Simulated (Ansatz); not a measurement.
# What pressure −2 GPa does to Ir

The parent structure is Ir in the fcc (Cu type) structure (space group Fm-3m, No. 225; a = 3.8450 Å).

The change: a negative pressure, −2 GPa.

Computed with r2SCAN (Ansatz, a program for electronic structure), no spin-orbit coupling, earlier PAW set. k-mesh 21×21×21 (Γ-centred); smearing 0.05 eV (Fermi–Dirac).

```json
[
 {"quantity": "volume per atom", "base": "14.21 Å³", "changed": "14.29 Å³", "shift": "+0.08 Å³"},
 {"quantity": "lattice parameter a", "base": "3.845 Å", "changed": "3.852 Å", "shift": "+0.007 Å"},
 {"quantity": "shortest interatomic distance", "base": "2.719 Å", "changed": "2.724 Å", "shift": "+0.005 Å"},
 {"quantity": "enthalpy H = E + PV relative to the base's energy", "base": "–", "changed": "-0.18 eV/atom", "shift": "–"},
 {"quantity": "band gap", "base": "zero", "changed": "zero", "shift": "–"}
]
```

Final structure:

```yaml
crystal:
  lattice:
    - [0.00000, 1.92598, 1.92598]
    - [1.92598, 0.00000, 1.92598]
    - [1.92598, 1.92598, 0.00000]
  atoms:
    - { symbol: Ir, position: [0.00000, 0.00000, 0.00000] }
```

Load acts through the strain it causes; cell and atoms are relaxed under it. Whether these cells are dynamically stable was not tested. All final runs are without spin polarisation.
